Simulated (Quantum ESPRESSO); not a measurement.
# Effort and miss along a sweep of K_POINTS: Rb2ScAgF6 (Fm-3m, 10 atoms in the cell)

Cell: a = 6.3541 Å, b = 6.3541 Å, c = 6.3541 Å, α = 60.00°, β = 60.00°, γ = 60.00°.

Method: LDA (PW92), PseudoDojo standard norm-conserving (LDA) pseudopotentials (plane waves; Quantum ESPRESSO 7.5).

Base settings: ecutwfc = 90 Ry; occupations = fixed; potentials = {Rb: Rb.upf, Sc: Sc.upf, Ag: Ag.upf, F: F.upf}; K_POINTS = automatic 5 5 5 0 0 0; nbnd = 51; conv_thr = 1e-09 Ry; mixing_beta = 0.3.

Misses are taken against the tightest run, automatic 9 9 9 0 0 0, which need not be fully converged itself. The energy is the free energy per atom.

The count of work is k-points × plane waves × bands × iterations; it is no time, and leaves out set-up, grids and terms that scale otherwise. Core times come from one kind of shared machine and are given to one figure; runs under 30 s give none.

The starting cell comes from a database of computed structures (which also holds hypothetical and non-ambient phases and stackings), without a prior relaxation at this level. In the base run, with a pressure of about -6 GPa the cell is away from its equilibrium volume at this level.

The runs (K_POINTS): automatic 1 1 1 0 0 0 | automatic 2 2 2 0 0 0 | automatic 3 3 3 0 0 0 | automatic 4 4 4 0 0 0 | automatic 5 5 5 0 0 0 | automatic 6 6 6 0 0 0 | automatic 7 7 7 0 0 0 | automatic 9 9 9 0 0 0.

**Question.** Which is the coarsest setting among those run that, with all tighter ones, holds the energy within 20 meV/atom of the reference, and what does it save?

**Answer.** automatic 2 2 2 0 0 0, off by 1.4 meV/atom; it needs 0.086 of the reference's count of work and about 0.1 of the reference's time.

**Question.** Which is the coarsest setting among those run that, with all tighter ones, holds the energy within 1 meV/atom of the reference, and what does it save?

**Answer.** automatic 3 3 3 0 0 0, off by 0.02 meV/atom; it needs 0.12 of the reference's count of work and about 0.1 of the reference's time.

**Question.** For at most 0.1 times the reference's count of work, which run misses the energy least?

**Answer.** automatic 2 2 2 0 0 0, with a miss of 1.4 meV/atom at a count of 0.086.

```tsv
K_POINTS	energy less reference (meV/atom)	pressure less reference (GPa)	largest difference in the force on any atom (eV/Å)	count of work / reference	core time / reference (rough)
automatic 1 1 1 0 0 0	154.84	2.78	0.121	0.031	–
automatic 2 2 2 0 0 0	1.44	0.04	0.003	0.086	0.1
automatic 3 3 3 0 0 0	0.02	0.00	0.000	0.12	0.1
automatic 4 4 4 0 0 0	0.00	0.00	0.000	0.27	0.3
automatic 5 5 5 0 0 0	0.00	0.00	0.000	0.29	0.3
automatic 6 6 6 0 0 0	0.00	0.00	0.000	0.50	0.5
automatic 7 7 7 0 0 0	0.00	0.00	0.000	0.57	0.6
automatic 9 9 9 0 0 0	0.00	0.00	0.000	1.0	1
```
